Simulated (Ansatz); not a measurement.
The starting structures come from a database of crystals and need not be the phases stable at ambient conditions.

By PBEsol, the system below comes out a metal.

Data:

```yaml
crystal:
  lattice:
    - [4.52632, 0.00000, 0.00000]
    - [0.00000, 8.46491, 0.00000]
    - [0.00000, 4.23246, 2.44361]
  atoms:
    - { symbol: V, position: [0.24459, 0.33780, 0.66220] }
    - { symbol: V, position: [0.75541, 0.66220, 0.33780] }
    - { symbol: V, position: [0.24459, 0.00000, 0.66220] }
    - { symbol: V, position: [0.75541, 0.00000, 0.33780] }
    - { symbol: V, position: [0.24459, 0.66220, 0.67560] }
    - { symbol: V, position: [0.75541, 0.33780, 0.32440] }
    - { symbol: N, position: [0.00000, 0.00000, 0.00000] }
    - { symbol: N, position: [0.50000, 0.66667, 0.00000] }
    - { symbol: N, position: [0.50000, 0.33333, 0.00000] }
```

Space group of this cell: P-31m. The cell is taken as given; by PBEsol its mean pressure is -6.7 GPa.

The current flows along the normal of the first two printed cell vectors, the (110) plane of the conventional cell. No spin-orbit coupling; the value is a mean over 0.1 eV about the Fermi level.

Task: Predict the ballistic conductance per area from PBEsol (Ansatz, a program for electronic structure).

Result: 0.56 × 10¹⁵ S/m² for both spins.
